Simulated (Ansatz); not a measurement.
# Hypothetical anti-CdI2 type W2N, pressure series

Start from W2N in the anti-CdI2 type structure (space group P-3m1, No. 164; a hypothetical phase, not in the database extracts checked).

```xyz
3
Lattice="2.8219 0.0000 0.0000 -1.4109 2.4438 0.0000 0.0000 0.0000 5.3747" Properties=species:S:1:pos:R:3 pbc="T T T"
N      0.0000     0.0000     0.0000
W      0.0000     1.6292     1.4461
W      1.4109     0.8146     3.9287
```

Cell and atoms are relaxed at each pressure.

The values are results of PBE (Ansatz, an electronic-structure program), no spin-orbit coupling, not measurements.

| P (GPa) | V (Å³/atom) |
|---|---|
| -1.99 | 12.431 |
| -0.99 | 12.392 |
| 0.30 | 12.344 |
| 0.69 | 12.329 |
| 1.49 | 12.300 |
| 2.99 | 12.246 |
| 4.99 | 12.175 |
| 7.48 | 12.091 |
| 9.98 | 12.009 |

A third-order Birch–Murnaghan fit to these points gives V₀ = 12.35 Å³/atom, B₀ = 329 GPa and B₀′ = 4.5. At pressure 10 GPa the volume is 97.2 % of V₀.

Load acts through the strain it causes; cell and atoms are relaxed under it. Stability against distortions was not tested. No other phases were tried under pressure. All final runs are without spin polarisation. An odd electron count without spin: W2N.
